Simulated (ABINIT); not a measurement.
Converging the k-point mesh: CaC₂ (I4mm, 3 atoms in the cell)

```
CELL_PARAMETERS angstrom
     -1.94397     1.94397     3.21812
      1.94397    -1.94397     3.21812
      1.94397     1.94397    -3.21812
ATOMIC_POSITIONS crystal
  Ca 0.00777 0.00777 0.00000
  C  0.59789 0.59789 0.00000
  C  0.40211 0.40211 0.00000
```

Method: PBEsol, norm-conserving pseudopotentials (PseudoDojo nc-sr-04 PBEsol standard) (plane waves; ABINIT 10.0.3).

Base settings: pseudos = [Ca.upf, C.upf]; ecut = 1116 eV; ixc = -116133; occopt = 3; tsmear = 0.00183747 Ha; ngkpt = 4 4 4; nshiftk = 1; shiftk = 0 0 0; potentials = PseudoDojo nc-sr-04 PBEsol standard; nband = 14.

The second cell is the first with its lattice scaled by 0.98.

Only quantities that move along the ladder and can be compared are tabulated.

The count of work is k-points × plane waves × bands × iterations; it is no time. 

The starting cell comes from a database of computed structures (which also holds hypothetical and non-ambient phases and stackings), without a prior relaxation at this level. Its lattice was rescaled by up to half a per cent. One atom was moved a little off its site on purpose.

Steps (ngkpt): 2 2 2; 3 3 3; 4 4 4; 5 5 5; 6 6 6; 7 7 7; 9 9 9; 11 11 11; 13 13 13; 15 15 15.

Q: What is the coarsest ngkpt that holds the energy of the compressed cell less the first within 1 meV/atom of the last step, with all finer ones?

A: 3 3 3, at 0.021 of the last step's count of work; the step before is off by 7.3 meV/atom.

Q: What is the coarsest ngkpt that holds the forces within 0.01 eV/Å of the last step, with all finer ones?

A: 4 4 4, at 0.045 of the last step's count of work; the step before is off by 0.045 eV/Å.

Q: What is the coarsest ngkpt that holds the pressure within 1 GPa of the last step, with all finer ones?

A: 3 3 3, at 0.021 of the last step's count of work; the step before is off by 1.1 GPa.

```csv
ngkpt,free energy less the last step's (meV/atom),energy of the compressed cell less the first (meV/atom),pressure (GPa),largest difference of a force vector from the last step's (eV/Å),gap on the mesh (eV),count of work / last
2 2 2,47.90,9.80,-1.38,0.355,1.211,0.0069
3 3 3,2.82,2.94,-2.41,0.045,1.683,0.021
4 4 4,0.31,2.54,-2.47,0.008,1.241,0.045
5 5 5,0.04,2.50,-2.47,0.001,1.381,0.062
6 6 6,0.01,2.49,-2.47,0.000,1.241,0.10
7 7 7,0.00,2.49,-2.47,0.000,1.309,0.14
9 9 9,0.00,2.49,-2.47,0.000,1.281,0.26
11 11 11,0.00,2.49,-2.47,0.000,1.268,0.44
13 13 13,0.00,2.49,-2.48,0.000,1.260,0.68
15 15 15,0.00,2.49,-2.47,0.000,1.255,1.0
```

The energy difference between the two cells stays within 1 meV/atom of the last step's from 3 3 3 on, the total only from 4 4 4 on: much of the error is common to both cells and cancels.

The gap on the mesh jumps up and down from mesh to mesh; it is no smooth measure of convergence.
